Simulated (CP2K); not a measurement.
**A self-consistent single point of TiP₄O₁₂ (C2/c, 34 atoms in the cell) with CP2K**

Level of theory: PBEsol, GPW, DZVP-MOLOPT-SR-GTH basis, GTH-PBE potentials (GTH_POTENTIALS) (CP2K 2026.2).

The input file:

```
&GLOBAL
  PROJECT run
  RUN_TYPE ENERGY_FORCE
  PRINT_LEVEL LOW
&END GLOBAL
&FORCE_EVAL
  METHOD Quickstep
  STRESS_TENSOR ANALYTICAL
  &DFT
    BASIS_SET_FILE_NAME BASIS_MOLOPT
    POTENTIAL_FILE_NAME GTH_POTENTIALS
    &QS
      METHOD GPW
      EPS_DEFAULT 1E-10
    &END QS
    &MGRID
      CUTOFF 600
      REL_CUTOFF 60
      NGRIDS 5
    &END MGRID
    &SCF
      SCF_GUESS ATOMIC
      EPS_SCF 1E-6
      MAX_SCF 100
      ADDED_MOS 33
      &DIAGONALIZATION
        ALGORITHM STANDARD
      &END DIAGONALIZATION
      &MIXING
        METHOD BROYDEN_MIXING
        ALPHA 0.3
        NBUFFER 12
        BETA 1.5
      &END MIXING
    &END SCF
    &KPOINTS
      SCHEME MONKHORST-PACK 3 3 2
      GAMMA_CENTERED T
    &END KPOINTS
    &XC
      &XC_FUNCTIONAL
        &PBE
          PARAMETRIZATION PBESOL
        &END PBE
      &END XC_FUNCTIONAL
    &END XC
    &PRINT
      &MO
        EIGENVALUES T
        OCCUPATION_NUMBERS T
        NDIGITS 8
        FILENAME mo
        &EACH
          QS_SCF 0
        &END EACH
        ADD_LAST NUMERIC
      &END MO
      &MULLIKEN OFF
      &END MULLIKEN
    &END PRINT
  &END DFT
  &SUBSYS
    &CELL
      A 6.98204900 0.00000000 0.00000000
      B -2.10454100 6.65732000 0.00000000
      C -0.37225200 -0.50808700 9.56835400
      PERIODIC XYZ
    &END CELL
    &COORD
      SCALED
      Ti       0.10696000     0.89304000     0.25000000
      Ti       0.89304000     0.10696000     0.75000000
      P        0.72414000     0.78264000     0.46561000
      P        0.27586000     0.21736000     0.53439000
      P        0.21736000     0.27586000     0.03439000
      P        0.78264000     0.72414000     0.96561000
      P        0.34798000     0.71900000     0.02615000
      P        0.65202000     0.28100000     0.97385000
      P        0.28100000     0.65202000     0.47385000
      P        0.71900000     0.34798000     0.52615000
      O        0.74728000     0.92940000     0.59014000
      O        0.25272000     0.07060000     0.40986000
      O        0.07060000     0.25272000     0.90986000
      O        0.92940000     0.74728000     0.09014000
      O        0.85280000     0.85920000     0.34476000
      O        0.14720000     0.14080000     0.65524000
      O        0.14080000     0.14720000     0.15524000
      O        0.85920000     0.85280000     0.84476000
      O        0.58893000     0.76619000     0.02209000
      O        0.41107000     0.23381000     0.97791000
      O        0.23381000     0.41107000     0.47791000
      O        0.76619000     0.58893000     0.52209000
      O        0.33040000     0.86308000     0.14671000
      O        0.66960000     0.13692000     0.85329000
      O        0.13692000     0.66960000     0.35329000
      O        0.86308000     0.33040000     0.64671000
      O        0.28352000     0.75744000     0.60913000
      O        0.71648000     0.24256000     0.39087000
      O        0.24256000     0.71648000     0.89087000
      O        0.75744000     0.28352000     0.10913000
      O        0.71255000     0.49965000     0.90291000
      O        0.28745000     0.50035000     0.09709000
      O        0.50035000     0.28745000     0.59709000
      O        0.49965000     0.71255000     0.40291000
    &END COORD
    &KIND Ti
      BASIS_SET DZVP-MOLOPT-SR-GTH-q12
      POTENTIAL GTH-PBE-q12
    &END KIND
    &KIND P
      BASIS_SET DZVP-MOLOPT-SR-GTH-q5
      POTENTIAL GTH-PBE-q5
    &END KIND
    &KIND O
      BASIS_SET DZVP-MOLOPT-SR-GTH-q6
      POTENTIAL GTH-PBE-q6
    &END KIND
  &END SUBSYS
  &PRINT
    &FORCES ON
    &END FORCES
    &STRESS_TENSOR ON
    &END STRESS_TENSOR
  &END PRINT
&END FORCE_EVAL
```

Output, abridged:

```
 GLOBAL| Method name                                                        CP2K
 GLOBAL| Project name                                                        run
 GLOBAL| Run type                                                   ENERGY_FORCE

 TOTAL NUMBERS AND MAXIMUM NUMBERS

  Total number of            - Atomic kinds:                                   3
                             - Atoms:                                         34
                             - Shell sets:                                    34
                             - Shells:                                       176
                             - Primitive Cartesian functions:                164
                             - Cartesian basis functions:                    510
                             - Spherical basis functions:                    468

  Maximum angular momentum of- Orbital basis functions:                        3
                             - Local part of the GTH pseudopotential:          2
                             - Non-local part of the GTH pseudopotential:      3

 SCF PARAMETERS         Density guess:                                    ATOMIC
                        max_scf:                                             100
                        max_diis:                                              4
                        eps_scf:                                        1.00E-06
                        eps_diis:                                       1.00E-01
                        eps_eigval:                                     1.00E-05
                        level_shift [a.u.]:                             0.000000
                        added MOs                                        33    0
                        Mixing method:                            BROYDEN_MIXING
                                                charge density mixing in g-space
                        No outer SCF

 Extrapolation method: initial_guess

 Number of electrons:                                                        208
 Number of occupied orbitals:                                                104
 Number of molecular orbitals:                                               137

 Number of orbital functions:                                                468
 Number of independent orbital functions:                                    468

 SCF WAVEFUNCTION OPTIMIZATION

  Step     Update method      Time    Convergence         Total energy    Change
     1 NoMix/Diag. 0.30E+00      -     2.03014789      -555.5775967807 -5.56E+02
     2 Broy./Diag. 0.30E+00      -     0.14313835      -526.1589850879  2.94E+01
     3 Broy./Diag. 0.30E+00      -     0.18896860      -545.0702708726 -1.89E+01
     4 Broy./Diag. 0.30E+00      -     0.04677345      -556.1184370634 -1.10E+01
     5 Broy./Diag. 0.30E+00      -     0.05592807      -553.0553512973  3.06E+00
     6 Broy./Diag. 0.30E+00      -     0.01127275      -553.6013469161 -5.46E-01
     7 Broy./Diag. 0.30E+00      -     0.00962492      -553.3099687709  2.91E-01
   [... 16 lines left out ...]
    24 Broy./Diag. 0.30E+00      -     0.00000443      -553.3666909064 -1.29E-04
    25 Broy./Diag. 0.30E+00      -     0.00000107      -553.3666130408  7.79E-05
    26 Broy./Diag. 0.30E+00      -     0.00000121      -553.3665871605  2.59E-05
    27 Broy./Diag. 0.30E+00      -     0.00000111      -553.3665615921  2.56E-05
    28 Broy./Diag. 0.30E+00      -     0.00000031      -553.3665398711  2.17E-05

  *** SCF run converged in    28 steps ***

  Electronic density on regular grids:       -207.9999999750        0.0000000250
  Core density on regular grids:              207.9999999904       -0.0000000096
  Total charge density on r-space grids:        0.0000000154
  Total charge density g-space grids:           0.0000000154

  Overlap energy of the core charge distribution:               0.00000199527011
  Self energy of the core charge distribution:              -1341.63400776679191
  Core Hamiltonian energy:                                    369.48202893330023
  Hartree energy:                                             530.98118628483530
  Exchange-correlation energy:                               -112.19574931771650

  Total energy:                                              -553.36653987110276

 ENERGY| Total FORCE_EVAL ( QS ) energy [hartree]           -553.366532671784171

 FORCES| Atomic forces [hartree/bohr]
 FORCES|   Atom     x               y               z               |f|
 FORCES|      1  2.52411957E-03 -1.84928059E-03  2.61407161E-08   3.12906029E-03
 FORCES|      2 -2.52412141E-03  1.84928153E-03 -2.77311795E-08   3.12906233E-03
 FORCES|      3 -3.93099907E-04  2.23314344E-04  1.71522320E-03   1.77380592E-03
 FORCES|      4  3.93093575E-04 -2.23317753E-04 -1.71521915E-03   1.77380104E-03
 FORCES|      5 -3.31413683E-04  3.07582146E-04 -1.71527794E-03   1.77387153E-03
 FORCES|      6  3.31417030E-04 -3.07579175E-04  1.71527529E-03   1.77386908E-03
   [... 23 lines left out ...]
 FORCES|     30 -1.32172911E-03  2.52916139E-03  5.19395385E-04   2.90058559E-03
 FORCES|     31 -1.70647905E-03  6.24221397E-04 -7.75956725E-03   7.96947972E-03
 FORCES|     32  1.70647752E-03 -6.24223252E-04  7.75956817E-03   7.96948043E-03
 FORCES|     33 -1.10953873E-03  1.43900818E-03  7.75955763E-03   7.96947648E-03
 FORCES|     34  1.10953854E-03 -1.43900740E-03 -7.75955963E-03   7.96947826E-03
 FORCES| Sum     6.67304866E-11 -1.77816642E-11  1.00666697E-11
 FORCES| Total atomic force                                       6.97888477E-11

 STRESS| Analytical stress tensor [bar]
 STRESS|                        x                   y                   z
 STRESS|      x        5.35149175651E+02  -1.43387608543E+03  -3.52119169638E+02
 STRESS|      y       -1.43387608543E+03  -3.71196075105E+02  -4.80705161011E+02
 STRESS|      z       -3.52119169638E+02  -4.80705161011E+02   3.42608164891E+02
 STRESS| 1/3 Trace                                             1.68853755146E+02
```

The run converged in 28 iterations.

The starting cell comes from a database of computed structures (which also holds hypothetical and non-ambient phases and stackings), without a prior relaxation at this level. Its lattice was rescaled by a random factor within 2.5 % of one. Values carry the incompleteness of an atom-centred basis. The potentials were made for another functional than the one used.

Cost on one core of a shared machine: roughly 3 min.
